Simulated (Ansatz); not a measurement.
Structures of equal composition on the (100) surface of fcc Cu: p(2x2), one Cu adatom; one added row of Cu in 4. The slabs share one bottom face, and each structure is named by its start. These are constructed structures in small cells; real faces may alloy, dewet or reconstruct in larger ones, and not all known structures of the face are among them. Slabs of about 9 Å with all that they carry, Fermi-Dirac smearing of 0.1 eV. Bottom of the slabs: a bare face, its two planes held. Relaxed from the named starts with such symmetry as they have, on meshes of like density; energies extrapolated to zero smearing; no spin-orbit coupling, no U. Spin-polarised runs, if any, are marked in brackets, and their order is one that fits the cell; the others ran without spin. The cells differ, so small differences also carry the error of unlike k-meshes.

Calculation: PBE (plane waves to 420 eV, PAW; Ansatz, a program for electronic structure).

Q: Rank these by energy per 1x1 cell (lowest first), as PBE gives it.

A: one added row of Cu in 4 (0.00 eV), p(2x2), one Cu adatom (0.09 eV)
